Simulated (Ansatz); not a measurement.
**Lattice parameter a of VSi₂ (model structure, started from the AlB2 type, P6/mmm, No. 191, 3 atoms in the cell) at several levels of theory**

No measured value is used here.

```json
[
 {"level (code)": "PBE (Ansatz)", "value (Å)": "4.261"},
 {"level (code)": "PBEsol (Ansatz)", "value (Å)": "4.216"},
 {"level (code)": "PBE-D3(BJ) (Ansatz)", "value (Å)": "4.187"}
]
```

PBE, PBEsol, PBE-D3(BJ): the starting moments vanished in the run, and other orders were not tried. Ansatz's density-functional and Hartree–Fock values are scalar-relativistic unless marked +SOC, with PAW data made under PBE.

A model structure was made by putting elements into a prototype or built by hand; it is no filed structure, need not be a known phase, and can be a saddle point held by its symmetry.

Ansatz is a program for electronic structure.
